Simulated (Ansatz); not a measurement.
AlB2-type MgB2, treated with rVV10 in Ansatz (plane waves, PAW).

Input:

Ansatz 0.2 input:
```yaml
crystal:
  lattice:
    - [1.5161002532, -2.6259626678, 0.0]
    - [1.5161002532, 2.6259626678, 0.0]
    - [0.0, 0.0, 3.4723959306]
  atoms:
    - { symbol: Mg, position: [0.0, 0.0, 0.0] }
    - { symbol: B, position: [0.3333333333, 0.6666666667, 0.5] }
    - { symbol: B, position: [0.6666666667, 0.3333333333, 0.5] }
basis:
  ecutwfc: 520
  ecutrho_ratio: 4
  xc_grid: 2
kpoints:
  mp_grid: { grid: [24, 24, 16] }
hamiltonian:
  xc: { exchange: rpw86, correlation: pbe }
  dispersion: rvv10
  pseudopotentials: { kind: paw }
scf:
  occupations: { method: fermi_dirac, width: 0.05 }
output:
  forces: true
  stress: true
  eigenvalues: true
relax:
  f_tol: 0.004
  escape_saddle: false
  max_steps: 80
  cell: { stress_tol: 0.02, fix: [volume] }
```

The run printed, among other lines:

```
Relaxation: its limit of steps is 80 (relax.max_steps)
Crystal: 3 atoms, lattice volume = 27.649 Å³
Basis set: ecut = 520 eV, 757 PW (Γ), exchange–correlation on 48×48×54 points (8 copies of the dense FFT grid, shifted against one another)
Bands: 12, of which v1, the nominal top of the filled ones, is band 8 counted from 1 (7 counted from 0)
Symmetry: 24 space group operations
Space group: P6/mmm (ITA 191), of the structure as read, at distance tolerance 3.0e-5 Å
k-points: 549 of 9216
Functional: x = rpw86, c = pbe(β = 0.06672455060314922) + rvv10(b = 6.3, C = 0.0093)
SCF iter   1: F=—  HF=-2249.421430 eV  |F-HF|=—  |Δ(HF+E_count)|=         —  Δρ=5.19e-3  dr2=9.52e-3
SCF iter   2: F=—  HF=-2249.419547 eV  |F-HF|=—  |Δ(HF+E_count)|=   1.88e-3  Δρ=2.93e-3  dr2=3.03e-3
  ...
SCF 1 converged in 6 iterations: F = -2249.418776 eV  dr2 = 7.11e-9
Crystal: 3 atoms, lattice volume = 27.649 Å³
Initial density: handed on by an earlier stage of this run
SCF 2 converged in 4 iterations: F = -2249.420116 eV  dr2 = 5.81e-9
Crystal: 3 atoms, lattice volume = 27.649 Å³
SCF 3 converged in 2 iterations: F = -2249.420119 eV  dr2 = 9.99e-9
Crystal: 3 atoms, lattice volume = 27.649 Å³
SCF iter   4: F=—  HF=-2249.420113 eV  |F-HF|=—  |Δ(HF+E_count)|=  5.91e-11  Δρ=2.34e-7  dr2=1.19e-11
SCF iter   5: F=-2249.420113 eV  HF=-2249.420113 eV  |F-HF|=1.36e-12  |Δ(HF+E_count)|=  1.77e-11  Δρ=7.45e-8  dr2=9.62e-13
SCF 4 converged in 5 iterations: F = -2249.420113 eV  dr2 = 9.62e-13
SCF converged after 5 iterations
Free energy (F): -2249.420113 eV
Internal energy: -2249.414793 eV  (E = F + TS)
E sigma→0 (E₀):  -2249.417453 eV
Fermi energy:    9.772753 eV
--- Forces (eV/Å), atoms counted from 1 ---
  atom   1  Mg     0.00000000     0.00000000     0.00000000
  atom   2  B      0.00000000    -0.00000000     0.00000000
  atom   3  B     -0.00000000    -0.00000000     0.00000000
--- Stress (GPa, compression-positive) ---
        6.249704       0.000000       0.000000
        0.000000       6.249704       0.000000
        0.000000       0.000000       6.245905
  P = ⅓ Tr σ = 6.2484 GPa (62.484 kbar)
```

The cell is one volume of an energy–volume scan, off the minimum.

The PAW data were made under PBE.

It cost about 30 core-seconds (a rough figure) of CPU time.

Ansatz is an electronic-structure program.
